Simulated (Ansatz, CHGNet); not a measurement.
For A15 V3Si (cubic form, which distorts at low temperature), the machine-learned potential CHGNet 0.3.0 (trained on PBE and PBE+U data) gives:

* **lattice parameter a**: 4.704 Å
* **enthalpy of formation**: -0.476 eV/atom

### Question
What does revPBE in Ansatz (plane waves, PAW) give for the same quantities?

### Answer

- lattice constant a: 4.725 Å (goes up by 0.4 %)
- formation enthalpy: -0.454 eV/atom (moves by +0.022 eV/atom)

For comparison: lattice constant a 4.724 Å (measured, temperature not stated, not corrected to a static lattice; as tabulated in Zeng et al. (2023), arXiv:2309.11055); formation enthalpy -0.481 ± 0.02 eV/atom (measured, 298 K, copied from a table, unchecked, not corrected to a static lattice; as tabulated in Wang et al. (2021), doi:10.1038/s41598-021-94550-5).

Changes are worked out from the printed values.

Unless a cell is named, each level is at its own relaxed cell (CHGNet 0.3.0 13.01, revPBE 13.19 Å³/atom).

The crystal itself was run without spin with revPBE; a magnetic state was not tried in these runs.

Caveats: symmetry holds this phase in the static calculation, where it need not be a minimum (revPBE); the energies of CHGNet 0.3.0 can hold anion corrections fitted to measured formation enthalpies (CHGNet 0.3.0). Ansatz's density-functional and Hartree–Fock values are scalar-relativistic unless marked +SOC, with PAW data made under PBE.

Ansatz is an electronic-structure program.
